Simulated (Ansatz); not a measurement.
Base system: SnC in the rock salt structure (space group Fm-3m, No. 225; a = 4.801 Å; a hypothetical phase, not in the database extracts checked; relaxed with 0.1 eV smearing). Axes: x, y, z lie along the cube axes.

Computed with DFT with PBE, PAW potentials and a 420 eV plane-wave cutoff in Ansatz (an electronic-structure program), no spin-orbit coupling.

A first run, uniaxial strain ε_xx = +1.10 %, gives secant values C11 ≈ 220 GPa and C12 ≈ 77 GPa from its stress. A second run applies isotropic strain −1.46 %.

Q: What does linear elasticity predict for the bulk modulus −ΔP/(ΔV/V₀) in the second run, and what does the run give?

A: Linear elasticity: (C11 + 2 C12)/3 = 120 GPa. The run gives 150 GPa; any difference comes from nonlinear terms at these strains and numerical noise.

Whether these cells are dynamically stable was not tested. All final runs are without spin polarisation.
